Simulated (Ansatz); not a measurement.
The reference is TiSi$_{2}$ (space group Cmcm, No. 63; a = 3.5459 Å, b = 13.5650 Å, c = 3.5797 Å). Axes: x, y, z lie along a, b, c of the conventional cell.

Calculations: Ansatz (a program for electronic structure) PBE, spin-orbit coupling left out, earlier PAW set.

Base values:

| Item | Result |
|---|---|
| Pressure | 0.0 GPa |
| Volume per atom | 14.35 Å³ |
| Band gap | zero |

It is then changed as follows: biaxial strain −1.55 %, plane normal [001], relaxed out of plane (Cartesian); in-plane vectors clamped, the third vector and the atoms free.

**Question.** Predict the new pressure, volume per atom and band gap.

**Answer.** The pressure (mean of the normal stresses, compression positive) goes from zero to 2.7 GPa; the volume per atom drops by 0.32 Å³, from 14.35 Å³ to 14.03 Å³; the band gap remains zero.

No phonon test of stability was made. The final runs are not spin-polarised.
